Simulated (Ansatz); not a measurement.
Worked example: self-consistent single point of a (001) slab of YSi2 (cut from a parent of space group no. 15; 6 atoms in the cell) in Ansatz (an electronic-structure program).

Computed with LDA (PW92), default PAW files made with PBE (plane waves; Ansatz).

The change in words: vacuum of 4 angstrom (first run: 14 Å). Reference geometry:
```
YSi2
1.0
    3.95688     0.00000     0.00000
   -3.95518     3.95688     0.00000
    0.00000     0.00000    20.05070
Si Y
4 2
Direct
  0.82627   0.78734   0.53096
  0.32144   0.28651   0.46904
  0.83991   0.79416   0.65089
  0.30780   0.27969   0.34912
  0.83309   0.29100   0.59092
  0.31462   0.78285   0.40908
```

Reference input (self-consistent single point, DFT, LDA (PW92), plane waves, default PAW files made with PBE): basis.ecutwfc = 420 eV; kpoints.mp_grid.grid = 9 7 1; hamiltonian.xc = lda; hamiltonian.pseudopotentials = {kind: paw} (the program's default PAW files); scf.occupations.method = gaussian; scf.occupations.width = 0.1 eV. This run's input differs from it in these lines:

Ansatz 0.2 input:
```diff
@@ -4,10 +4,10 @@
     - [-3.955177, 3.956875, 0.000000]
-    - [0.000000, 0.000000, 20.050703]
+    - [0.000000, 0.000000, 10.050701]
   atoms:
-    - { symbol: Si, position: [0.826269, 0.787344, 0.530959] }
-    - { symbol: Si, position: [0.321441, 0.286511, 0.469041] }
-    - { symbol: Si, position: [0.839905, 0.794163, 0.650885] }
-    - { symbol: Si, position: [0.307805, 0.279692, 0.349115] }
-    - { symbol: Y, position: [0.833087, 0.291003, 0.590922] }
-    - { symbol: Y, position: [0.314623, 0.782852, 0.409078] }
+    - { symbol: Si, position: [0.826269, 0.787344, 0.561762] }
+    - { symbol: Si, position: [0.321441, 0.286511, 0.438238] }
+    - { symbol: Si, position: [0.839905, 0.794163, 0.801009] }
+    - { symbol: Si, position: [0.307805, 0.279692, 0.198991] }
+    - { symbol: Y, position: [0.833087, 0.291003, 0.681385] }
+    - { symbol: Y, position: [0.314623, 0.782852, 0.318615] }
 basis:
```

Output (repeated stretches shortened):

```
SCF iter   1: F=—  HF=-9927.385389 eV  |F-HF|=—  |Δ(HF+E_count)|=         —  Δρ=4.58e-3  dr2=3.82e-2  ethr=1.77e-3  ⟨swp⟩=6.0  Hψ=4060  notcnv=0
all-band conjugate gradients solve this SCF's bands
preconditioner: auto → LDOS
SCF iter   2: F=—  HF=-9927.381372 eV  |F-HF|=—  |Δ(HF+E_count)|=   4.02e-3  Δρ=1.19e-3  dr2=6.10e-3  ethr=1.01e-4  ⟨swp⟩=2.9  Hψ=1694  notcnv=0
SCF iter   3: F=—  HF=-9927.380456 eV  |F-HF|=—  |Δ(HF+E_count)|=   9.16e-4  Δρ=2.85e-4  dr2=1.95e-4  ethr=1.61e-5  ⟨swp⟩=2.5  Hψ=1158  notcnv=0
SCF iter   4: F=—  HF=-9927.380424 eV  |F-HF|=—  |Δ(HF+E_count)|=   3.18e-5  Δρ=1.26e-4  dr2=4.01e-5  ethr=5.13e-7  ⟨swp⟩=2.0  Hψ=1309  notcnv=0
SCF iter   5: F=—  HF=-9927.380570 eV  |F-HF|=—  |Δ(HF+E_count)|=   1.45e-4  Δρ=3.48e-5  dr2=3.13e-6  ethr=1.05e-7  ⟨swp⟩=2.3  Hψ=1347  notcnv=0
SCF iter   6: F=—  HF=-9927.380569 eV  |F-HF|=—  |Δ(HF+E_count)|=   7.64e-7  Δρ=6.59e-6  dr2=1.20e-7  ethr=8.24e-9  ⟨swp⟩=2.2  Hψ=1293  notcnv=0
SCF iter   7: F=-9927.380569 eV  HF=-9927.380569 eV  |F-HF|=2.76e-9  |Δ(HF+E_count)|=   1.91e-8  Δρ=1.50e-6  dr2=5.48e-9  ethr=2.63e-10  ⟨swp⟩=10.8  Hψ=3610  notcnv=0
SCF 1 converged in 7 iterations: F = -9927.380569 eV  dr2 = 5.48e-9
Free energy (F): -9927.380569 eV
Internal energy: -9927.361071 eV  (E = F + TS)
E sigma→0 (E₀):  -9927.370820 eV
Entropy (-TS):   -0.019498 eV (-3.250 meV/atom)
Fermi energy:    6.237463 eV
--- Forces (eV/Å), atoms counted from 1 ---
  atom   1  Si     0.01852328     0.03019101     0.78258274
  atom   2  Si    -0.01852328    -0.03019101    -0.78258274
  atom   3  Si    -0.06260124    -0.03227854    -0.80990162
  atom   4  Si     0.06260124     0.03227854     0.80990162
  atom   5  Y     -0.01043440    -0.02607936    -0.07811206
  atom   6  Y      0.01043440     0.02607936     0.07811206
--- Stress (GPa, compression-positive) ---
       -5.877733       0.000429      -0.371651
        0.000429      -4.782449      -0.356036
       -0.371651      -0.356036      -6.160542
  P = ⅓ Tr σ = -5.6069 GPa (-56.069 kbar)
  The stress holds the Pulay correction. Without it, at fixed plane waves, as pw.x and ABINIT print it: P = -5.6273 GPa
```

The run converged in 7 iterations. Against the reference run the free energy falls by 31.6 meV/atom and the largest force goes from 1.025 to 0.813 eV/Å.

The starting cell comes from a database of computed structures (which also holds hypothetical and non-ambient phases and stackings), without a prior relaxation at this level. The slab is cut from that crystal, and its faces are unrelaxed. Its lattice was rescaled by up to half a per cent. Spin polarisation is off, though cut faces can carry moments; the slab shows no gap.
